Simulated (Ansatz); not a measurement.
The starting structures come from a database of crystals and need not be the phases stable at ambient conditions.

The decay constant κ of evanescent states in the gap governs leakage through a thin film.

Here is the system:

```
CELL_PARAMETERS angstrom
      4.04136     0.00000     0.00000
      0.00000     5.33088     0.00000
      0.00000     0.00000     6.43748
ATOMIC_POSITIONS crystal
  Te 0.00000 0.78019 0.36691
  Te 0.00000 0.21981 0.63309
  Te 0.50000 0.28019 0.13309
  Te 0.50000 0.71981 0.86691
  Ru 0.00000 0.00000 0.00000
  Ru 0.50000 0.50000 0.50000
```

Space group of this cell: Pnnm. The cell is taken as given.

Transport runs along the normal of the first two printed cell vectors.

The gap is the functional's own, uncorrected, and κ follows it; spin-orbit coupling is left out. Mid-gap values are interpolated between the computed energies.

**Question.** Predict the band gap and the smallest decay constant κ at mid-gap from r2SCAN run with Ansatz (a quantum-chemistry and plane-wave program).

**Answer.** Gap 0.53 eV on a 8×6×6 mesh; κ = 0.179 1/Å, at (0.500, 0.000) of the in-plane reciprocal vectors. At the zone centre, at the nearest computed energy, the slowest state has κ = 0.19 1/Å.
